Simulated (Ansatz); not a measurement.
An Ansatz (a first-principles code) run: BN with a change (biaxial strain +1.00 %, plane normal [001], relaxed out of plane); Ansatz PBEsol, no SOC.

Input:

Ansatz 0.2 input:
```yaml
crystal:
  lattice:
    - [2.5750957816, 0, 0]
    - [0, 2.5750957816, 0]
    - [1.2875478908, -1.2875478908, 1.7938250999]
  atoms:
    - { symbol: B, position: [0, 0, 0] }
    - { symbol: N, position: [0.75, 0.75, 0.5] }
basis: { ecutwfc: 420, ecutrho_ratio: 4, xc_grid: 2, fft_grid_basis: typed }
kpoints: { mp_grid: { grid: [16, 16, 16] } }
hamiltonian:
  xc: pbesol
  dispersion: none
  pseudopotentials: { kind: paw }
scf: { occupations: { method: fermi_dirac, width: 0.05 } }
relax: { f_tol: 0.005, max_steps: 50, cell: { stress_tol: 0.01, fix: [a, b, gamma] } }
output: { forces: true, stress: true }
checkpoint: { write: state.ck, write_every: 1000 }
```

Output (explanatory and most iteration lines left out):

```
Relaxation: its limit of steps is 50 (relax.max_steps)
Pseudopotential: B, paw, valence charge 3
Pseudopotential: N, paw, valence charge 5
Crystal: 2 atoms, lattice volume = 11.895 Å³
Basis set: ecut = 420 eV, 257 PW (Γ), exchange–correlation on 36×36×36 points (8 copies of the dense FFT grid, shifted against one another)
Bands: 8, of which v1, the nominal top of the filled ones, is band 4 counted from 1 (3 counted from 0)
Symmetry: 8 space group operations
Space group: I-4m2 (ITA 119), of the structure as read, at distance tolerance 2.3e-5 Å
k-points: 349 of 4096 (time reversal used)
Functional: x = pbesol(κ = 0.804, μ = 0.12345679012345678), c = pbesol(β = 0.046)
SCF iter   1: F=—  HF=-533.832417 eV  |F-HF|=—  |Δ(HF+E_count)|=         —  Δρ=8.79e-3  dr2=7.11e-3  ethr=1.77e-3  ⟨swp⟩=4.3  Hψ=17647  notcnv=0
SCF iter   2: F=—  HF=-533.830275 eV  |F-HF|=—  |Δ(HF+E_count)|=   2.14e-3  Δρ=2.53e-3  dr2=5.88e-4  ethr=8.89e-5  ⟨swp⟩=2.3  Hψ=7092  notcnv=0
SCF 1 converged in 6 iterations: F = -533.830092 eV  dr2 = 1.81e-11
relax step   1: F+E_penalty+E_count = -533.83009247 eV  Δ(F+E_penalty+E_count) = +0.000e0 eV  max|allowed force component| = 1.110e-16 eV/Å  Δτ_max = 0.0000 Å  P = -5.589 GPa  Ω = 11.895 Å³  fix = [a, b, gamma]  reactions: a -8.528, b -8.528 GPa  (6 SCF iters, dr2 threshold 1.00e-7 eV, accepted)
[... steps on the carried basis left out ...]
relax step   3: F+E_penalty+E_count = -533.83006639 eV  Δ(F+E_penalty+E_count) = +6.368e-6 eV  max|allowed force component| = 2.628e-16 eV/Å  Δτ_max = 0.0000 Å  P = -5.730 GPa  Ω = 11.900 Å³  energy of the carried Pulay correction = -3.009e-5 eV  fix = [a, b, gamma]  reactions: a -8.594, b -8.594 GPa  (3 SCF iters, dr2 threshold 9.94e-9 eV, accepted)
Crystal: 2 atoms, lattice volume = 11.900 Å³
SCF iter   1: F=—  HF=-533.830089 eV  |F-HF|=—  |Δ(HF+E_count)|=         —  Δρ=3.38e-6  dr2=2.74e-10  ethr=7.39e-9  ⟨swp⟩=3.0  Hψ=26729  notcnv=0
SCF iter   2: F=—  HF=-533.830090 eV  |F-HF|=—  |Δ(HF+E_count)|=   9.53e-7  Δρ=1.69e-6  dr2=6.70e-11  ethr=3.43e-12  ⟨swp⟩=2.4  Hψ=4103  notcnv=0
SCF 4 converged in 4 iterations: F = -533.830090 eV  dr2 = 1.72e-13
SCF converged after 4 iterations
Free energy (F): -533.830090 eV
Internal energy: -533.830090 eV  (E = F + TS)
E sigma→0 (E₀):  -533.830090 eV
Fermi energy:    13.136219 eV
--- Forces (eV/Å), atoms counted from 1 ---
  atom   1  B     -0.00000000     0.00000000     0.00000000
  atom   2  N      0.00000000    -0.00000000    -0.00000000
--- Stress (GPa, compression-positive) ---
       -8.591226       0.000000       0.000000
        0.000000      -8.591226      -0.000000
        0.000000      -0.000000       0.005550
  P = ⅓ Tr σ = -5.7256 GPa (-57.256 kbar)
--- Relaxed structure (3 steps of the walk, 3 accepted, 1 SCFs on fresh bases) ---
  cell:  # Å, volume = 11.8995 Å³
    - [2.5750957816, 0.0, 3.258888549517394e-34]
    - [0.0, 2.5750957816, 0.0]
    - [1.2875478908, -1.2875478908, 1.7944976550657912]
  atoms:
    - { symbol: B, position: [1.3088357438042656e-34, 0.0, 0.0] }
    - { symbol: N, position: [0.7499999999999999, 0.75, 0.5] }
```

Whether these cells are dynamically stable was not tested. The cell was made from BN in the zinc blende structure (space group F-43m, No. 216) by this change: biaxial strain +1.00 %, plane normal [001], relaxed out of plane.
